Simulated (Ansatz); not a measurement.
An Ansatz (a program for electronic structure) input (PBEsol in Ansatz (plane waves to 420 eV, PAW, no spin-orbit coupling), earlier PAW set):

Ansatz 0.2 input:
```yaml
crystal:
  lattice:
    - [0, 2.8368508339, 2.8368508339]
    - [2.8368508339, 0, 2.8368508339]
    - [2.8368508339, 2.8368508339, 0]
  atoms:
    - { symbol: Ni, position: [0.75, 0.75, 0.75] }
    - { symbol: Hg, position: [0, 0, 0] }
basis: { ecutwfc: 420, ecutrho_ratio: 4, xc_grid: 2, fft_grid_basis: typed }
kpoints: { mp_grid: { grid: [14, 14, 14] } }
hamiltonian:
  xc: pbesol
  dispersion: none
  pseudopotentials: { azcp: { folder: ./paw }, kind: paw }
scf: { occupations: { method: fermi_dirac, width: 0.05 }, convergence: { dr2_threshold: 0.0000000002 } }
output: { forces: true, stress: true }
checkpoint: { write: state.ck, write_every: 1000 }
```

Q: Which symmetry and how many k-points will the program report, and about how many plane waves at Γ?

A: Space group F-43m (ITA 216) with 24 operations, k-points 104 of 2744, and 893 plane waves at Γ.

No phonon test of stability was made. Seeded moments were not kept for Te → Ni. The final runs are not spin-polarised. The cell was made from HgTe by this change: Te → Ni; the result is a hypothetical phase, not in the database extracts checked.
